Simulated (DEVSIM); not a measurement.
# Schottky contact on n-type β-Ga2O3

Structure: Schottky contact on n-type β-Ga2O3, at 300 K.

```
layer (left to right)  material  thickness (μm)  Nd (cm⁻³)  τn (s)  τp (s)
---------------------  --------  --------------  ---------  ------  ------
1                       β-Ga2O3           0.410     3.9e14  4.5e-9  4.5e-9
```

Left contact: Schottky, work function 5.63 eV, emission velocity 1.1e7 cm/s. Right contact: ohmic. Voltage is applied to the left contact. Recombination: SRH at mid-gap. Mobility is μmin + (μ − μmin)/(1 + (N/Nref)^α).

This is a model device: material constants are rounded textbook-type values typed into the input, and sizes, dopings and lifetimes were drawn at random. Values at 300 K.

| parameter | β-Ga2O3 |
|---|---|
| gap (eV) | 4.8 |
| affinity (eV) | 4 |
| permittivity | 10 |
| Nc (cm⁻³) | 3.7e18 |
| Nv (cm⁻³) | 5e20 |
| μn (cm²/Vs) | 160 |
| μp (cm²/Vs) | 1 |
| μn,min | 20 |
| μp,min | 0.1 |
| Nref,n | 1e18 |
| Nref,p | 1e18 |
| αn | 0.8 |
| αp | 0.8 |

DEVSIM, 1D drift-diffusion, Boltzmann statistics, complete ionisation; no tunnelling, impact ionisation, image-force lowering or self-heating. Metal contacts follow the ideal Schottky-Mott rule: no Fermi-level pinning, no interface dipoles.

```
Quantity                                            Value
---------------------------------------------  ----------
Potential step across the device at zero bias     1.393 V
Largest field in the device at zero bias       35000 V/cm
Dark forward voltage at 1 A/cm²                   1.310 V
Dark forward voltage at 100 A/cm²                 1.804 V
```

Dark forward current:

(V (V), J (A/cm²)): (0.45, 2.6e-14); (0.55, 1.1e-12); (0.60, 7.5e-12); (0.70, 3.3e-10); (0.80, 1.4e-8); (0.85, 9.0e-8); (0.95, 3.7e-6); (1.00, 2.3e-5); (1.10, 0.00088); (1.20, 0.030); (1.25, 0.16); (1.35, 2.9); (1.45, 17); (1.50, 27); (1.60, 51); (1.65, 63); (1.75, 87); (1.85, 110); (1.90, 120); (2.00, 150)

Small-signal capacitance in reverse bias (quasi-static):

```
V (V)  C (nF/cm²)
-----  ----------
-0.4         21.6
-1           21.6
-2           21.6
-3           21.6
-4           21.6
-6           21.6
-8           21.6
-10          21.6
-13          21.6
-16          21.6
-20          21.6
```
